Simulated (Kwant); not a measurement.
System: In0.53Ga0.47As/In0.52Al0.48As stack with 1 barrier. One parabolic valley. Leads of mass 0.041 mₑ with the band edge at 0; grid 0.1 nm; bias 0 V, dropping linearly over the stack.

```
layer  thickness (nm)  band offset (eV)  mass (mₑ)
-----  --------------  ----------------  ---------
1                 1.5              0.52      0.075
```

Constants are typed, rounded textbook-type inputs, not results; the design itself was drawn at random and stands for no fabricated device.

Computed with Kwant: one-band effective-mass tight-binding model in one dimension, coherent, no space charge.

Work out the transmission below the barrier top from T = 1/(1 + ((ζ + 1/ζ)/2)² sinh²(κa)), ζ = (k/m_lead)/(κ/m_barrier).

E = 0.0518 eV: k = 0.2361 nm⁻¹, κ = 0.9600 nm⁻¹, ζ = 0.4499, T = 0.124. The simulation gives 0.124, the same within the digits that matter. E = 0.1502 eV: k = 0.4020 nm⁻¹, κ = 0.8532 nm⁻¹, ζ = 0.8620, T = 0.262. The simulation gives 0.262, the same within the digits that matter. E = 0.2289 eV: k = 0.4963 nm⁻¹, κ = 0.7570 nm⁻¹, ζ = 1.199, T = 0.332. The simulation gives 0.332, the same within the digits that matter. What differs comes from the grid.
